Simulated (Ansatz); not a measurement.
Here is the system:

Host crystal: corundum, with a band gap (PBE, scalar-relativistic without spin-orbit coupling).

End structure of H2O on the 1x1 (0001) surface of corundum (cut with top plane Al), one in a 1x1 cell, started at the site 'top Al':

```xyz
23
Lattice="4.8088 0.0000 0.0000 -2.4044 4.1645 0.0000 0.0000 0.0000 27.5000" Properties=species:S:1:pos:R:3 pbc="T T T"
Al     2.4044     1.3882    10.3794
O      1.5165     2.8397    10.4714
O     -0.8131     4.0580    10.4714
O     -0.7034     1.4313    10.4714
Al     0.0000     0.0000    11.3378
Al     0.0000     2.7763    11.6260
O      0.7586     1.2920    12.6382
O     -1.6648     2.8615    12.6382
O      3.3105     0.0110    12.6382
Al     2.4049     1.3884    13.5331
Al    -0.0013     0.0002    13.9694
O      3.8937     1.3815    14.8572
O      1.6563     2.6876    14.8565
O      1.6568     0.0963    14.8587
Al    -0.0027     2.7776    15.8496
Al     2.3971     1.3871    16.1340
O      0.6902     4.1357    17.0698
O      0.8025     1.5034    17.0198
O     -1.5298     2.7158    17.0162
Al    -0.0128     0.0121    17.3274
O      3.0465     4.0347    19.2380
H      3.6206     4.8257    19.2744
H      3.6469     3.3157    18.9101
```

Slab: 23 atoms, 6.7 Å thick at the start under the adsorbate (thin: gaps and levels are the slab's own); k 4x4x1, smearing 0.01 eV, dipole-corrected; single point; no symmetry held, on the structure that PBE left; no spin, no spin-orbit, no U, no dispersion correction. At the end it is bonded to Al. In PBE it is, or lies within 0.03 eV of, the lowest of the starts that converged; the order may differ at this level.

A negative adsorption energy means that the adsorbate is more stable on the surface than in its reference.

Q: What highest filled level below the top vacuum level does HSE06, at the PBE geometry (Ansatz, a quantum-chemistry and plane-wave program) give?

A: 5.93 eV

Q: What is the computed adsorption energy against H2O(g) at the same level (HSE06, at the PBE geometry)?

A: -0.98 eV

Q: Give the gap of the slab on its k-mesh at the level HSE06, at the PBE geometry.

A: 4.74 eV

Q: Give the change of the step from the bottom to the top vacuum level, against the clean slab at the level HSE06, at the PBE geometry.

A: -1.76 eV
